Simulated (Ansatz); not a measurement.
Results of r²SCAN in Ansatz (PAW) for GaSb (I-4m2, No. 119, 2 atoms in the cell; start mp-1224785; a measured phase of this formula has another space group).

Settings: plane-wave cutoff 560 eV, 20×20×20 k mesh, Fermi–Dirac smearing 0.05 eV, scalar-relativistic PAW data made under PBE.

Cell (relaxed at this level):

```xyz
2
Lattice="-2.7346 2.7346 1.5692 2.7346 -2.7346 1.5692 2.7346 2.7346 -1.5692" Properties=species:S:1:pos:R:3 pbc="T T T"
Ga     0.0000     2.7346     0.7846
Sb     0.0000     0.0000     0.0000
```

Estimate the bulk modulus B0 that the calculation returns.


- bulk modulus B0 = 57.6 GPa

The run finds no gap.

Note: the bulk modulus is −V dP/dV from two relaxed cells at ±2 % in volume; the relaxation could not lower the start's symmetry, so the cell can be a saddle point above a distorted one.

Spin–orbit coupling is not included; it can open a gap where bands touch, and shift volumes and moduli.

Static lattice: no zero-point or thermal effects.

Cost on a shared machine: around 17 core-minutes (rough).

A start named mp-… is a Materials Project structure, which need not be a measured phase.

Ansatz is a program for electronic structure.
